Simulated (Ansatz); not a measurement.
CdTe (F-43m) under hydrostatic pressure: band gap by PBEsol with spin-orbit coupling, rigid bands (plane waves, PAW; Ansatz, a first-principles code). The unloaded cell, whose axes the loads refer to:

```
CdTe
1.0
    0.00000     3.24462     3.24462
    3.24462     0.00000     3.24462
    3.24462     3.24462     0.00000
Cd Te
1 1
Direct
  0.00000   0.00000   0.00000
  0.25000   0.25000   0.25000
```

```json
[
 {"hydrostatic pressure (GPa)": "-2", "volume per atom (Å³)": "36.10", "band gap (eV)": "?"},
 {"hydrostatic pressure (GPa)": "0", "volume per atom (Å³)": "34.16", "band gap (eV)": "0.3781"},
 {"hydrostatic pressure (GPa)": "2", "volume per atom (Å³)": "32.70", "band gap (eV)": "0.5047"},
 {"hydrostatic pressure (GPa)": "5", "volume per atom (Å³)": "31.03", "band gap (eV)": "0.6594"},
 {"hydrostatic pressure (GPa)": "10", "volume per atom (Å³)": "29.01", "band gap (eV)": "0.8578"}
]
```

### Question
Fit a straight line to band gap against the load over the rows given, and predict the row at -2 GPa.

### Answer
The means are x̄ = 4.250 GPa and ȳ = 0.6000; Σ(x − x̄)(y − ȳ) = 2.684 and Σ(x − x̄)² = 56.75, so the slope is 47.3 meV per GPa, and the rows given lie within 24 meV of the line. At -2 GPa the line gives 0.3044 eV; the calculation gives 0.2234 eV, 36 % from it, so the trend bends or changes character over this range.

### Question
With all rows, what volume deformation potential dE_g/d ln V follows?

### Answer
A line through E_g against ln V has the slope -2.9 eV, so the gap opens under compression.

 Stresses and pressures are the targets of the relaxation. The structure type is held at every load. Geometry: cell and atoms relaxed with PBEsol.
